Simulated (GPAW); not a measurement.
**Convergence study of the plane-wave cutoff for MoW (Cmm2, 2 atoms in the cell)**

```
MoW
1.0
    1.57139    -2.22313     0.00000
    1.57139     2.22313     0.00000
    0.00000     0.00000     4.46416
Mo W
1 1
Cartesian
  0.00000   0.00000   0.05000
  1.57139   0.00000   2.23208
```

Method of the run: PBEsol, GPAW PAW datasets PBEsol (made by gpaw-setup) (plane waves; GPAW).

Base settings: mode = pw; ecut = 550 eV; xc = PBEsol; kpts = 5 5 3; mesh shift (steps) = 0 0 0; occupations.name = fermi-dirac; occupations.width = 0.1 eV; nbands = -8; symmetry.symmorphic = false; symmetry.tolerance = 0.0005.

The second cell is the first with its lattice scaled by 0.98.

The mesh stays at the base's, so the ladder's end is converged at best in this setting alone.

Only quantities that move along the ladder and can be compared are tabulated.

The count of work is k-points × plane waves × bands × iterations; it is no time. 

The starting cell comes from a database of computed structures (which also holds hypothetical and non-ambient phases and stackings), without a prior relaxation at this level. Its lattice was rescaled by up to half a per cent. One atom was moved a little off its site on purpose. Spin polarisation is off. Without a gap this mesh is coarse (it stands for a supercell whose shortest vector is 13 Å).

Steps (ecut): 190 eV; 220 eV; 250 eV; 275 eV; 300 eV; 330 eV; 385 eV; 440 eV; 495 eV; 550 eV; 605 eV; 660 eV; 740 eV; 825 eV; 960 eV; 1100 eV; 1320 eV.

Problem. What is the coarsest ecut that holds the free energy within 5 meV/atom of the last step, with all finer ones?

Solution. 495 eV, at 0.22 of the last step's count of work; the step before is off by 9.2 meV/atom.

Problem. What is the coarsest ecut that holds the pressure within 1 GPa of the last step, with all finer ones?

Solution. 440 eV, at 0.18 of the last step's count of work; the step before is off by 1.5 GPa.

Problem. What is the coarsest ecut that holds the energy of the compressed cell less the first within 2 meV/atom of the last step, with all finer ones?

Solution. 330 eV, at 0.11 of the last step's count of work; the step before is off by 3.0 meV/atom.

```tsv
ecut	free energy less the last step's (meV/atom)	energy of the compressed cell less the first (meV/atom)	pressure (GPa)	largest difference of a force vector from the last step's (eV/Å)	count of work / last
190 eV	759.95	54.62	-12.27	0.010	0.041
220 eV	524.39	50.91	-11.07	0.020	0.062
250 eV	341.01	53.79	-10.00	0.012	0.075
275 eV	231.07	47.14	-8.48	0.001	0.082
300 eV	152.75	46.36	-6.83	0.019	0.100
330 eV	88.37	48.45	-4.97	0.001	0.11
385 eV	27.35	49.86	-2.50	0.000	0.15
440 eV	9.17	49.45	-1.49	0.007	0.18
495 eV	4.00	49.41	-1.20	0.008	0.22
550 eV	2.07	49.40	-1.11	0.008	0.26
605 eV	1.05	49.39	-1.07	0.007	0.30
660 eV	0.48	49.38	-1.04	0.006	0.33
740 eV	0.13	49.38	-1.02	0.006	0.40
825 eV	0.02	49.38	-1.01	0.001	0.47
960 eV	0.00	49.38	-1.02	0.003	0.59
1100 eV	0.00	49.38	-1.00	0.006	0.76
1320 eV	0.00	49.38	-1.03	0.000	1.0
```

The energy difference between the two cells stays within 1 meV/atom of the last step's from 330 eV on, the total only from 660 eV on: much of the error is common to both cells and cancels.

At the lowest cutoff the pressure lies 11.2 GPa under the last step's, the usual sign of Pulay stress in an incomplete plane-wave basis.
